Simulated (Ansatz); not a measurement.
Si (Fd-3m) under hydrostatic pressure: electron mobility at 300 K along x by LDA, finite-displacement electron-phonon coupling, linearised Boltzmann equation (plane waves, PAW, scalar-relativistic; Ansatz, a quantum-chemistry and plane-wave program). The unloaded cell, whose axes the loads refer to:

```cif
data_Si2
_chemical_formula_sum 'Si2'
_space_group_name_H-M_alt 'P 1'
_space_group_IT_number 1
_cell_length_a 3.81978
_cell_length_b 3.81978
_cell_length_c 3.81978
_cell_angle_alpha 60.000
_cell_angle_beta 60.000
_cell_angle_gamma 60.000
loop_
_space_group_symop_operation_xyz
  'x, y, z'
loop_
_atom_site_label
_atom_site_type_symbol
_atom_site_fract_x
_atom_site_fract_y
_atom_site_fract_z
_atom_site_occupancy
Si1 Si 0.00000 0.00000 0.00000 1
Si2 Si 0.25000 0.25000 0.25000 1
```

```json
[
 {"hydrostatic pressure (GPa)": "-5", "volume per atom (Å³)": "20.90", "electron mobility at 300 K along x (cm²/(V·s))": "1320"},
 {"hydrostatic pressure (GPa)": "-3", "volume per atom (Å³)": "20.37", "electron mobility at 300 K along x (cm²/(V·s))": "?"},
 {"hydrostatic pressure (GPa)": "0", "volume per atom (Å³)": "19.70", "electron mobility at 300 K along x (cm²/(V·s))": "1520"},
 {"hydrostatic pressure (GPa)": "2", "volume per atom (Å³)": "19.32", "electron mobility at 300 K along x (cm²/(V·s))": "1580"},
 {"hydrostatic pressure (GPa)": "4", "volume per atom (Å³)": "18.97", "electron mobility at 300 K along x (cm²/(V·s))": "1640"},
 {"hydrostatic pressure (GPa)": "6", "volume per atom (Å³)": "18.65", "electron mobility at 300 K along x (cm²/(V·s))": "1680"},
 {"hydrostatic pressure (GPa)": "9", "volume per atom (Å³)": "18.21", "electron mobility at 300 K along x (cm²/(V·s))": "1740"}
]
```

Question: Fit a straight line to ln(electron mobility at 300 K along x) against the load over the rows given, and predict the row at -3 GPa.

Answer: The means are x̄ = 2.667 GPa and ȳ = 7.3613; Σ(x − x̄)(y − ȳ) = 2.347 and Σ(x − x̄)² = 119.3, so the slope is 1.97 % per GPa, and the rows given lie within 2.5 % of the line. At -3 GPa the line gives 1410 cm²/(V·s); the calculation gives 1400 cm²/(V·s), 0.56 % from it.

Dilute carriers scattered by harmonic phonons alone; a coarser fine mesh moves the values by up to 2 %. Spin-orbit coupling is left out. Stresses and pressures are the targets of the relaxation. The structure type is held at every load. Geometry: relaxed with this functional, without spin-orbit coupling.
